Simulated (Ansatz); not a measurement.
Relaxation of the outer planes of the (100) surface of rock-salt NaCl in its 1x1 cell (cut with top plane Cl + Na, bottom plane Cl + Na), outermost plane spacing 2.85 Å in the ideal cut.

Method: PBE (plane waves to 420 eV, PAW; Ansatz, a program for electronic structure).

Model: 10-atom slab, Cl5Na5, 11.4 Å thick at the start, 6x6x1 mesh, Fermi-Dirac 0.025 eV, dipole correction, all atoms relaxed; start symmetry kept, larger cells not searched; no spin, no spin-orbit, no U.

| plane | atoms | bulk spacing to the next (Å) | relaxed spacing (Å) | change (%) | rumpling (Å) |
|---|---|---|---|---|---|
| 1 | Na + Cl | 2.849 | 2.832 | -0.6 | 0.11 (Cl outermost) |
